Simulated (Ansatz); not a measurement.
How far a parabola holds: energy against volume of cubic perovskite CsSnI3 (cubic high-temperature phase)

We consider cubic perovskite CsSnI3 (cubic high-temperature phase), described by PBE (Ansatz, a program for electronic structure, PAW). Run with plane-wave cutoff 520 eV, 6×6×6 k mesh, Fermi–Dirac smearing 0.01 eV, scalar-relativistic PAW data made under PBE. The cell has no free parameter but its volume, all volumes share cutoff and mesh, and the runs aren't spin-polarised. Energies are free energies at the run's smearing, counted from the lowest row; static lattice.

| V (Å³/atom) | E (meV/atom) |
|---|---|
| 46.691 | ? |
| 47.684 | 4.13 |
| 48.678 | 0.99 |
| 49.671 | 0.00 |
| 50.664 | 0.92 |
| 51.658 | 3.56 |

Problem. Using a parabola, estimate the missing E at V = 46.691 from the other rows, showing the fit.

Solution. With u = V - 49.7, the rows have u = -2.0160, -1.0220, -0.0290, 0.9640, 1.9580. Least squares gives E = -0.006 - 0.0653·u + 0.9746·u². Residuals (row less fit): 0.043, -0.089, 0.003, 0.083, -0.043; standard error 0.096 (degrees of freedom: 2). The fitted curve has its minimum at V = 49.7, where E = -0.01. Its curvature is d²E/dV² = 2 × 0.9746 meV/Å⁶, so B = V0·d²E/dV² × 0.1602 = 15.5 GPa. At the withheld row, u = -3.0090, so E = -0.006 - 0.0653 × (-3.0090) + 0.9746 × (-3.0090)² = 9.015 meV/atom. The calculation gives 9.67 meV/atom, 0.655 meV/atom above the prediction (6.8 % of the range of E in the table). The row lies outside the fitted rows, so this is an extrapolation. From the scatter of the fitted rows alone, a prediction at this place has a standard error of 0.227 meV/atom, so the miss is 2.9 times that.

The residuals are curvature that a parabola lacks, not noise. A solid that stiffens under compression and softens on expansion lies above the parabola at the compressed end and under it at the expanded end, as this row does. A third-order Birch-Murnaghan fit to the whole scan has B0 = 15.4 GPa. Only scans are tabulated whose curvature falls smoothly with volume, and where the parabola meets the shown rows within 5 % of their range and misses the end by 0.1 meV or more.

Note: the relaxation could not lower the start's symmetry, so the cell can be a saddle point above a distorted one.

Spin–orbit coupling is not included.
